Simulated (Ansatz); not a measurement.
Take AlN in the zinc blende structure (space group F-43m, No. 216) as the base.

```yaml
crystal:
  lattice:
    - [0.00000, 2.18488, 2.18488]
    - [2.18488, 0.00000, 2.18488]
    - [2.18488, 2.18488, 0.00000]
  atoms:
    - { symbol: Al, position: [0.00000, 0.00000, 0.00000] }
    - { symbol: N, position: [0.25000, 0.25000, 0.25000] }
```

Cartesian axes are those of the cell as printed.

The values are results of r2SCAN (Ansatz, a program for electronic structure; PAW; 500 eV plane waves; no spin-orbit coupling), not measurements.

For the base:

```
Quantity    Result
--------  --------
Band gap   3.94 eV
Pressure  0.01 GPa
```

Now apply this change: compressive biaxial strain of 2.50 % in the plane normal to [001], as in epitaxy on a mismatched substrate; the out-of-plane cell vector and the atoms relax.

Q: Predict the new band gap and pressure.

A: The band gap falls by 0.15 eV (3.94 eV → 3.79 eV); the pressure (mean of the normal stresses, compression positive) goes up by 5.588 GPa (0.01 GPa → 5.59 GPa).

Whether these cells are dynamically stable was not tested. This is not the structure that AlN has at room temperature and ambient pressure.
